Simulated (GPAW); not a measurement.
## GPAW run on Ba₂PdO₃ (Immm, 6 atoms in the cell): self-consistent single point

Method: PBEsol, GPAW PAW datasets PBEsol (made by gpaw-setup) (plane waves; GPAW).

This input was run:

```python
from ase import Atoms
from ase.units import GPa
from gpaw import GPAW, PW

atoms = Atoms(['Ba', 'Ba', 'Pd', 'O', 'O', 'O'],
              cell=[[-1.927132, 2.044136, 6.642288],
                    [1.927132, -2.044136, 6.642288],
                    [1.927132, 2.044136, -6.642288]],
              scaled_positions=[[0.645290, 0.645290, 0.000000],
                                [0.354710, 0.354710, 0.000000],
                                [0.000000, 0.000000, 0.000000],
                                [0.845790, 0.845790, 0.000000],
                                [0.154210, 0.154210, 0.000000],
                                [0.500000, 0.000000, 0.500000]],
              pbc=True)

calc = GPAW(mode=PW(900),
            xc='PBEsol',
            kpts={'size': (6, 6, 6), 'gamma': True},
            occupations={'name': 'methfessel-paxton', 'width': 0.136, 'order': 0},
            nbands=-10,
            convergence={'forces': 0.001},
            symmetry={'symmorphic': False, 'tolerance': 0.0005},
            maxiter=100)

atoms.calc = calc

energy = atoms.get_potential_energy()
print('Energy (eV):', round(energy, 6))
forces = atoms.get_forces()
print('Forces (eV/Ang):')
print(forces.round(5))
stress = atoms.get_stress()
print('Stress (GPa, Voigt):', (stress / GPa).round(4))
```

Output, abridged:

```
Input parameters:
  convergence: {forces: 0.001}
  kpts: {gamma: True,
         size: (6, 6, 6)}
  maxiter: 100
  mode: {ecut: 900.0000000000001,
         name: pw}
  nbands: -10
  occupations: {name: methfessel-paxton,
                order: 0,
                width: 0.136}
  symmetry: {symmorphic: False,
             tolerance: 0.0005}
  xc: PBEsol

species:
  Ba:
    name: Barium
    Z: 56.0
    valence: 10
    core: 46
    charge: 0.0
    file: Ba.PBEsol.gz

    # Using partial waves for Ba as LCAO basis

  Pd:
    name: Palladium
    Z: 46.0
    valence: 16
    core: 30
    charge: 0.0
    file: Pd.PBEsol.gz

    # Using partial waves for Pd as LCAO basis

  O:
    name: Oxygen
    Z: 8.0
    valence: 6
    core: 2
    charge: 0.0
    file: O.PBEsol.gz

    # Using partial waves for O as LCAO basis

Reference energy: -585643.957049  # eV

Spin-paired calculation

Convergence criteria:
 Maximum [total energy] change in last 3 cyles: 0.0005 eV / valence electron
 Maximum integral of absolute [dens]ity change: 0.0001 electrons / valence electron
 Maximum integral of absolute [eigenst]ate change: 4e-08 eV^2 / valence electron
 Maximum change in the atomic [forces] across last 2 cycles: 0.001 eV/Ang OR
Maximum error relative to the maximum force is below inf
 Maximum number of scf [iter]ations: 100

Symmetries present (total): 8
Symmetries with fractional translations: 0
216 k-points: 6 x 6 x 6 Monkhorst-Pack grid + [1/12,1/12,1/12]
46 k-points in the irreducible part of the Brillouin zone
       k-points in crystal coordinates                weights
   0:     0.00000000    0.00000000    0.00000000          1/216
   1:     0.16666667   -0.16666667   -0.16666667          2/216
   2:     0.16666667   -0.16666667    0.00000000          4/216
   [... 7 lines left out ...]
          ...
  45:     0.50000000    0.50000000    0.50000000          1/216

Wave functions: Plane wave expansion
  Cutoff energy: 900.000 eV
  Number of coefficients (min, max): 6376, 6446
  Pulay-stress correction: 0.000000 eV/Ang^3 (de/decut=0.000000)

Occupation numbers: Methfessel-Paxton:
  width: 0.1360  # eV
  order: 0

Eigensolver

Densities:
  Coarse grid: 50*50*50 grid
  Fine grid: 100*100*100 grid
  Total Charge: 0.000000

Density mixing:
  Method: separate
  Backend: pulay
  Linear mixing parameter: 0.05
  old densities: 5
  Damping of long wavelength oscillations: 50

Hamiltonian:
  XC and Coulomb potentials evaluated on a 100*100*100 grid
  External potential:
    NoExternalPotential

XC parameters: PBEsol with 2 nearest neighbor stencil

Number of atoms: 6
Number of atomic orbitals: 34
Number of bands in calculation: 37
Number of valence electrons: 54
Bands to converge: occupied

Density initialized from atomic densities
  34 bands from LCAO basis set
  3 bands from random numbers

Atomic positions and initial magnetic moments

Positions:
   0 Ba     0.000000   -0.000000    8.572404    ( 0.0000,  0.0000,  0.0000)
   1 Ba    -0.000000    0.000000    4.712172    ( 0.0000,  0.0000,  0.0000)
   2 Pd     0.000000    0.000000    0.000000    ( 0.0000,  0.0000,  0.0000)
   3 O     -0.000000    0.000000   11.235962    ( 0.0000,  0.0000,  0.0000)
   4 O     -0.000000   -0.000000    2.048614    ( 0.0000,  0.0000,  0.0000)
   5 O      0.000000    2.044136    0.000000    ( 0.0000,  0.0000,  0.0000)

Unit cell:
           periodic     x           y           z      points  spacing
  1. axis:    yes   -1.927132    2.044136    6.642288    50     0.0781
  2. axis:    yes    1.927132   -2.044136    6.642288    50     0.0740
  3. axis:    yes    1.927132    2.044136   -6.642288    50     0.0561

  Lengths:   7.211957   7.211957   7.211957
  Angles:  149.002961 147.069103  45.851474

Effective grid spacing dv^(1/3) = 0.0943

     iter     time        total  log10-change:
                         energy   eigst   dens  force
iter:   1 --:--:--   -47.534713
iter:   2 --:--:--   -43.587941   -0.73  -1.04
iter:   3 --:--:--   -37.600459   -0.33  -1.12
iter:   4 --:--:--   -37.462201   -1.09  -1.33
iter:   5 --:--:--   -37.629864   -1.44  -1.39
iter:   6 --:--:--   -37.288784   -1.58  -1.61
iter:   7 --:--:--   -37.110962   -1.73  -1.78
iter:   8 --:--:--   -37.103589   -3.08  -2.13
iter:   9 --:--:--   -37.102010c  -3.58  -2.36
iter:  10 --:--:--   -37.101876c  -3.93  -2.53
iter:  11 --:--:--   -37.101554c  -4.92  -2.71
iter:  12 --:--:--   -37.101311c  -3.82  -2.74
iter:  13 --:--:--   -37.101032c  -4.82  -2.98
iter:  14 --:--:--   -37.100966c  -5.20  -3.15
iter:  15 --:--:--   -37.100973c  -5.77  -3.28
iter:  16 --:--:--   -37.101014c  -5.61  -3.31
iter:  17 --:--:--   -37.101036c  -5.24  -3.42
iter:  18 --:--:--   -37.101048c  -6.00  -3.53
iter:  19 --:--:--   -37.101034c  -5.95  -3.58
iter:  20 --:--:--   -37.101014c  -6.21  -3.80
iter:  21 --:--:--   -37.101008c  -6.31  -4.09c
iter:  22 --:--:--   -37.101011c  -6.74  -4.36c
iter:  23 --:--:--   -37.101012c  -7.68c -4.43c
iter:  24 --:--:--   -37.101012c  -7.92c -4.46c -2.43
iter:  25 --:--:--   -37.101012c  -8.50c -4.76c -3.39c

Converged after 25 iterations.

Dipole moment: (-0.000000, 0.000000, 0.000000) |e|*Ang

Energy contributions relative to reference atoms: (reference = -585643.957049)

Kinetic:        +27.694538
Potential:      -28.972075
External:        +0.000000
XC:             -36.243808
Entropy (-ST):   -0.010075
Local:           +0.425370
SIC:             +0.000000
--------------------------
Free energy:    -37.106050
Extrapolated:   -37.101012

Showing only first 2 kpts
 Kpt  Band  Eigenvalues  Occupancy
  0    25      7.20527    2.00000
  0    26      7.39339    2.00000
  0    27      8.08726    0.33293
  0    28     10.47857    0.00000

  1    25      6.94222    2.00000
  1    26      7.11682    2.00000
  1    27      8.29039    0.00207
  1    28     11.11398    0.00000

Fermi level: 7.99415

No gap
No difference between direct/indirect transitions
Energy (eV): -37.101012

Forces in eV/Ang:
  0 Ba    0.00000    0.00000   -0.01893
  1 Ba    0.00000    0.00000    0.01893
  2 Pd    0.00000    0.00000    0.00000
  3 O     0.00000    0.00000   -0.09093
  4 O     0.00000    0.00000    0.09093
  5 O     0.00000    0.00000    0.00000

Stress tensor:
     0.007345    -0.000000     0.000000
    -0.000000     0.005068    -0.000000
     0.000000    -0.000000     0.005980
Stress (GPa, Voigt): [ 1.1767  0.812   0.9581 -0.      0.     -0.    ]
```

The run converged in 25 iterations. GPAW prints stress with tension positive.

At such cutoffs GPAW's stress carries a finite-basis (Pulay) error, which enters relaxed cells too; its log prints stress with tension positive.

The starting cell comes from a database of computed structures (which also holds hypothetical and non-ambient phases and stackings), without a prior relaxation at this level. Its lattice was rescaled by a random factor within 2.5 % of one. Spin polarisation is off.

Cost on one core of a shared machine: roughly 10 min.
